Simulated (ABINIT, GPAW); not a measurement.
An ABINIT input for a self-consistent single point of MgTe (F-43m, 2 atoms in the cell) (DFT, LDA (PW92), plane waves, norm-conserving pseudopotentials (PseudoDojo nc-sr-04 LDA standard)):

```
# MgTe, PseudoDojo nc-sr-04 LDA standard
pp_dirpath "./"
pseudos "Mg.upf, Te.upf"
acell 4.5396255352 4.5396255352 4.5396255352 Angstrom
rprim
         0.0000000000    0.7071067812    0.7071067812
         0.7071067812    0.0000000000    0.7071067812
         0.7071067812    0.7071067812    0.0000000000
natom 2
ntypat 2
znucl 12 52
typat 1 2
xcart
         0.0000000000    0.0000000000    0.0000000000
         3.0330104300    3.0330104300    3.0330104300
ecut 42 Ha
occopt 3
tsmear 0.00183747
nband 18
kptopt 1
ngkpt 7 7 7
nshiftk 1
shiftk 0 0 0
nstep 50
tolvrs 1.0e-12
prtwf 0
prtden 0
```

Problem. Give the GPAW input for the same structure, mesh, smearing and functional.

Solution. This is the input that was run; spellings and numerical settings could be chosen otherwise.

```python
from ase import Atoms
from ase.units import GPa
from gpaw import GPAW, PW, FermiDirac

atoms = Atoms(['Mg', 'Te'],
              cell=[[0.000000, 3.210000, 3.210000],
                    [3.210000, 0.000000, 3.210000],
                    [3.210000, 3.210000, 0.000000]],
              positions=[[0.000000, 0.000000, 0.000000],
                         [1.605000, 1.605000, 1.605000]],
              pbc=True)

calc = GPAW(mode=PW(800),
            xc='LDA',
            kpts=(7, 7, 7),
            occupations=FermiDirac(0.05),
            nbands=-8,
            convergence={'bands': -6},
            symmetry={'symmorphic': False, 'tolerance': 0.0005},
            maxiter=150,
            txt='-')

atoms.calc = calc

energy = atoms.get_potential_energy()
print('Energy (eV):', round(energy, 6))
forces = atoms.get_forces()
print('Forces (eV/Ang):')
print(forces.round(5))
stress = atoms.get_stress()
print('Stress (GPa, Voigt):', (stress / GPa).round(4))
```

Basis, cutoffs, solver keys and any potentials are the target program's own. This input uses DFT LDA (Perdew-Wang 92), plane waves, GPAW PAW datasets LDA (gpaw-data 1.0.1). LDA parametrisations can differ slightly between programs. Both were run: pressure -0.88 GPa in ABINIT and -0.92 in GPAW; gap on the mesh 2.268 eV in ABINIT and 2.286 in GPAW.

On GPAW: the starting cell has typed, rounded lattice constants, without a prior relaxation at this level. Spin-orbit coupling is off.

On ABINIT: the starting cell has typed, rounded lattice constants, without a prior relaxation at this level. Spin-orbit coupling is off.
